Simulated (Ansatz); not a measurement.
Structures of equal composition on the (0001) surface of wurtzite CdSe (Cd plane on top): 2x2 O adatom at H3; 2x2 O adatom at T4. The slabs share one bottom face, and each structure is named by its start. These are constructed structures in small cells; real faces may alloy, dewet or reconstruct in larger ones, and not all known structures of the face are among them. Slabs of about 15 Å with all that they carry, Fermi-Dirac smearing of 0.025 eV. Bottom of the slabs: H caps. Relaxed from the named starts with such symmetry as they have, on meshes of like density; energies extrapolated to zero smearing; no spin-orbit coupling, no U. Spin-polarised runs, if any, are marked in brackets, and their order is one that fits the cell; the others ran without spin. Where a second, spin-polarised start was run, the lower counts.

Host crystal: wurtzite CdSe, with a band gap (PBE, scalar-relativistic without spin-orbit coupling).

Level of theory: PBE (plane waves to 420 eV, PAW; Ansatz, a program for electronic structure).

Question: Rank these by energy per 1x1 cell (lowest first), as PBE gives it.

Answer: 2x2 O adatom at H3 (0.000 eV, gap 0.60 eV on the mesh), 2x2 O adatom at T4 (0.092 eV (3 Cd–O bonds formed; 1 O–Se bonds broke), gap 0.23 eV on the mesh)
